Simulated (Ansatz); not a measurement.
Consider the following.

```
C
1.0
    0.00000     1.73991     1.73991
    1.73991     0.00000     1.73991
    1.73991     1.73991     0.00000
C
2
Direct
  0.00000   0.00000   0.00000
  0.25000   0.25000   0.25000
```

No spin polarisation.

All numbers come from Kohn–Sham DFT with the LDA functional, run in Ansatz (an electronic-structure program) with PAW and 420 eV plane waves, spin-orbit coupling left out. Γ-centred 16×16×16 mesh, Fermi–Dirac width 0.05 eV.

Predict the width of the top valence band, band gap, hole mass and electron mass.

The width of the top valence band is 9.02 eV, the band gap is 4.29 eV and the hole mass (degenerate bands, along [100]) is 0.28, 0.28, 0.57 mₑ (at Γ). The electron mass is 1.7 mₑ along k, 0.29 mₑ across (off the special points).

Load acts through the strain it causes; cell and atoms are relaxed under it. Effective masses come from finite differences of ±0.01 Å⁻¹. Along k means along the line from Γ to the band edge. Whether these cells are dynamically stable was not tested. No other phases were tried under pressure. The cell was made from C in the diamond structure (space group Fd-3m, No. 227) by this change: pressure 22.5 GPa.
